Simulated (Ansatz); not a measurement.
An Ansatz (an electronic-structure program) run: InP with a change (biaxial strain +1.25 %, plane normal [111], relaxed out of plane); PBEsol/PAW in Ansatz, without spin-orbit coupling.

Input:

Ansatz 0.2 input:
```yaml
crystal:
  lattice:
    - [4.2086394772, 0, 0]
    - [2.1043197386, 3.6447887027, 0]
    - [2.1043197386, -1.2149295676, 3.3727038223]
  atoms:
    - { symbol: In, position: [0, 0, 0] }
    - { symbol: P, position: [0.5, 0.25, 0.75] }
basis: { ecutwfc: 420, ecutrho_ratio: 4, xc_grid: 2, fft_grid_basis: typed }
kpoints: { mp_grid: { grid: [10, 10, 10] } }
hamiltonian:
  xc: pbesol
  dispersion: none
  pseudopotentials: { kind: paw }
scf: { occupations: { method: fermi_dirac, width: 0.05 } }
relax: { f_tol: 0.005, max_steps: 50, cell: { stress_tol: 0.01, fix: [a, b, gamma] } }
output: { forces: true, stress: true }
checkpoint: { write: state.ck, write_every: 1000 }
```

Output (explanatory and most iteration lines left out):

```
Relaxation: its limit of steps is 50 (relax.max_steps)
Pseudopotential: In, paw, valence charge 13
Pseudopotential: P, paw, valence charge 5
Crystal: 2 atoms, lattice volume = 51.736 Å³
Basis set: ecut = 420 eV, 959 PW (Γ), exchange–correlation on 60×60×60 points (8 copies of the dense FFT grid, shifted against one another)
Bands: 13, of which v1, the nominal top of the filled ones, is band 9 counted from 1 (8 counted from 0)
Symmetry: 6 space group operations
Space group: R3m (ITA 160), of the structure as read, at distance tolerance 3.7e-5 Å
k-points: 116 of 1000 (time reversal used)
Functional: x = pbesol(κ = 0.804, μ = 0.12345679012345678), c = pbesol(β = 0.046)
SCF iter   1: F=—  HF=-6265.868576 eV  |F-HF|=—  |Δ(HF+E_count)|=         —  Δρ=5.40e-3  dr2=2.76e-2  ethr=1.77e-3  ⟨swp⟩=6.4  Hψ=10162  notcnv=0
SCF iter   2: F=—  HF=-6265.858897 eV  |F-HF|=—  |Δ(HF+E_count)|=   9.68e-3  Δρ=1.87e-3  dr2=1.73e-3  ethr=1.53e-4  ⟨swp⟩=2.7  Hψ=3275  notcnv=0
SCF 1 converged in 6 iterations: F = -6265.858487 eV  dr2 = 3.86e-8
relax step   1: F+E_penalty+E_count = -6265.85848710 eV  Δ(F+E_penalty+E_count) = +0.000e0 eV  max|allowed force component| = 1.666e-1 eV/Å  Δτ_max = 0.0000 Å  P = -1.151 GPa  Ω = 51.736 Å³  fix = [a, b, gamma]  reactions: a -1.971, b -1.971 GPa  (6 SCF iters, dr2 threshold 1.00e-7 eV, accepted)
[... steps on the carried basis left out ...]
relax step   3: F+E_penalty+E_count = -6265.86026039 eV  Δ(F+E_penalty+E_count) = -2.033e-5 eV  max|allowed force component| = 4.902e-4 eV/Å  Δτ_max = 0.0014 Å  P = -1.118 GPa  Ω = 51.673 Å³  energy of the carried Pulay correction = +1.380e-5 eV  fix = [a, b, gamma]  reactions: a -1.673, b -1.673 GPa  (4 SCF iters, dr2 threshold 2.80e-8 eV, accepted)
Crystal: 2 atoms, lattice volume = 51.673 Å³
SCF iter   1: F=—  HF=-6265.860245 eV  |F-HF|=—  |Δ(HF+E_count)|=         —  Δρ=4.61e-6  dr2=5.49e-9  ethr=1.27e-6  ⟨swp⟩=3.2  Hψ=13779  notcnv=0
SCF iter   2: F=—  HF=-6265.860247 eV  |F-HF|=—  |Δ(HF+E_count)|=   2.00e-6  Δρ=3.38e-6  dr2=2.99e-9  ethr=3.05e-11  ⟨swp⟩=3.8  Hψ=3717  notcnv=0
SCF 4 converged in 7 iterations: F = -6265.860247 eV  dr2 = 5.05e-13
SCF converged after 7 iterations
Free energy (F): -6265.860247 eV
Internal energy: -6265.860216 eV  (E = F + TS)
E sigma→0 (E₀):  -6265.860231 eV
Entropy (-TS):   -0.000031 eV (-0.015 meV/atom)
Fermi energy:    6.853777 eV
--- Forces (eV/Å), atoms counted from 1 ---
  atom   1  In    -0.00000000    -0.00000000     0.00048830
  atom   2  P      0.00000000     0.00000000    -0.00048831
--- Stress (GPa, compression-positive) ---
       -1.673471      -0.000000       0.000000
        0.000000      -1.673471      -0.000000
        0.000000      -0.000000      -0.006892
  P = ⅓ Tr σ = -1.1179 GPa (-11.179 kbar)
--- Relaxed structure (3 steps of the walk, 3 accepted, 1 SCFs on fresh bases) ---
  cell:  # Å, volume = 51.6731 Å³
    - [4.208639477243152, 9.686832017473065e-42, -5.800786044002485e-34]
    - [2.104319738621576, 3.6447887026626296, 1.8011090864345644e-11]
    - [2.104319738621576, -1.2149295675708565, 3.368610352703496]
  atoms:
    - { symbol: In, position: [0.0022310080562092556, -0.001115504028104628, -0.0033465120843138834] }
    - { symbol: P, position: [0.4977689919437909, 0.25111550402810456, 0.7533465120843137] }
```

Whether these cells are dynamically stable was not tested. The cell was made from InP in the zinc blende structure (space group F-43m, No. 216) by this change: biaxial strain +1.25 %, plane normal [111], relaxed out of plane.
